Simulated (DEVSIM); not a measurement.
Structure: abrupt Si p-n junction, at 300 K.

Layer 1 from the left is Si, thickness (μm) 0.250, Na (cm⁻³) 3.1e16, τn (s) 8.5e-7, τp (s) 8.5e-7. Layer 2 from the left is Si, thickness (μm) 290, Nd (cm⁻³) 1.4e17, τn (s) 8.5e-7, τp (s) 8.5e-8.

Left contact: ohmic. Right contact: ohmic. Voltage is applied to the left contact. Recombination: SRH at mid-gap, radiative. Mobility is μmin + (μ − μmin)/(1 + (N/Nref)^α).

This is a model device: material constants are rounded textbook-type values typed into the input, and sizes, dopings and lifetimes were drawn at random. Values at 300 K.

Si: gap (eV) 1.124, affinity (eV) 4.05, permittivity 11.7, Nc (cm⁻³) 2.86e19, Nv (cm⁻³) 3.1e19, μn (cm²/Vs) 1417, μp (cm²/Vs) 470, μn,min 52, μp,min 45, Nref,n 9.7e16, Nref,p 2.2e17, αn 0.68, αp 0.72, B (cm³/s) 4.7e-15.

Simulated with DEVSIM: 1D drift-diffusion, Boltzmann statistics, complete ionisation; no tunnelling, impact ionisation, image-force lowering or self-heating.

Q: What does the simulation give for the dark forward voltage at 100 A/cm², the largest field in the device at zero bias, the potential step across the device at zero bias?

A: dark forward voltage at 100 A/cm² 0.861 V; largest field in the device at zero bias 77000 V/cm; potential step across the device at zero bias 0.808 V.
